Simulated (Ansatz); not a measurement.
Cr on the B site (Cr_B) in zinc-blende BP (start: the B site; 64-site cell, 2×2×2 shifted sampling). All values below come from PBE, PAW (plane waves to 420 eV; Ansatz, a first-principles code). Total energies of the localised charge states, counted from that of charge +1, and their image corrections (point charge with alignment); the host's valence-band maximum lies at 9.171 eV on the cells' energy zero and its gap is 1.25 eV.

| charge | moment (μB) | E − E(first) (eV) | correction (eV) |
|---|---|---|---|
| +1 | 2.0 | 0.000 | 0.413 |
| 0 | 1.0 | 10.089 | 0.000 |
| −1 | 0.0 | 20.243 | 0.001 |

### Question
Derive the transition levels above the valence-band maximum and say which of them are thermodynamic.

### Answer
A level is the Fermi energy at which two charges have equal formation energy: ε(q/q′) = [E(q′) + corr(q′) − E(q) − corr(q)] / (q − q′) − E_VBM.
ε(+1/0) = [(10.089 + 0.000) − (0.000 + 0.413)] / 1 − 9.171 = 0.51 eV
ε(0/−1) = [(20.243 + 0.001) − (10.089 + 0.000)] / 1 − 9.171 = 0.98 eV
Thermodynamic levels at least 0.1 eV inside the gap: (+1/0) at 0.51 eV; (0/−1) at 0.98 eV. They hold to tenths of an eV in this cell. Only the charges listed were compared. Flagged in the runs: a doubtful potential alignment.
